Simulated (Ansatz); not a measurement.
System: SnClF (Pnma, No. 62). Method: LDA (Ansatz, a quantum-chemistry and plane-wave program, PAW).

Run with plane-wave cutoff 520 eV, 6×8×4 k mesh (along the axes of the cell as run), Fermi–Dirac smearing 0.01 eV, scalar-relativistic PAW data made under PBE.

Cell (measured lattice):

```xyz
12
Lattice="6.1260 0.0000 0.0000 0.0000 4.3650 0.0000 0.0000 0.0000 10.1360" Properties=species:S:1:pos:R:3 pbc="T T T"
Sn     4.3629     1.0913     4.1953
Sn     1.7631     3.2738     5.9407
Sn     4.8261     3.2738     9.2633
Sn     1.2999     1.0913     0.8727
Cl     5.4809     1.0913     6.4485
Cl     0.6451     3.2738     3.6875
Cl     3.7081     3.2738     1.3805
Cl     2.4179     1.0913     8.7555
F      5.5299     1.0913     9.9383
F      0.5961     3.2738     0.1977
F      3.6591     3.2738     4.8703
F      2.4669     1.0913     5.2657
```

Question: Give the computed band gap, smallest direct gap on the k points sampled and Γ–Γ gap.

Answer: 
- band gap = 3.14 eV
- smallest direct gap on the k points sampled = 3.18 eV
- Γ–Γ gap = 3.81 eV

Note: cell and atoms aren't relaxed at this level (largest force component 0.22 eV/Å, pressure -2.1 GPa).

Spin–orbit coupling is not included.

Static lattice: no zero-point or thermal effects.
